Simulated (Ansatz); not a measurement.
For cubic perovskite BaHfO3, r²SCAN+SOC in Ansatz (plane waves, PAW) gives:

| Quantity | Result |
|---|---|
| lattice constant a | 4.176 Å |
| bulk modulus B0 | 171 GPa |
| band gap at the measured cell | 4.11 eV |

Question: What does Hartree–Fock (PAW; Ansatz, a first-principles code) give for the same quantities?

Answer: 
- lattice constant a: 4.218 Å (rises by 1.0 %)
- bulk modulus: 174 GPa (goes up by 1.8 %)
- band gap at the measured cell: 13.73 eV (increases by 9.62 eV)

For comparison: lattice constant a 4.171 Å (measured, room temperature, not corrected to a static lattice, our sources range from 4.171 to 4.180; as tabulated in Zhao et al. (2008), arXiv:0809.3506).

Changes are worked out from the printed values.

Unless a cell is named, each level is at its own relaxed cell (r²SCAN+SOC 14.56, Hartree–Fock 15.01 Å³/atom).

Levels without +SOC leave out spin–orbit coupling, which shifts energies and cells of such heavy elements.

Levels without +SOC have no spin–orbit coupling; where heavier elements are present it shifts gaps, mostly down, and can invert bands. Density-functional gaps are differences of (generalised) Kohn–Sham levels.

Ansatz's density-functional and Hartree–Fock values are scalar-relativistic unless marked +SOC, with PAW data made under PBE.
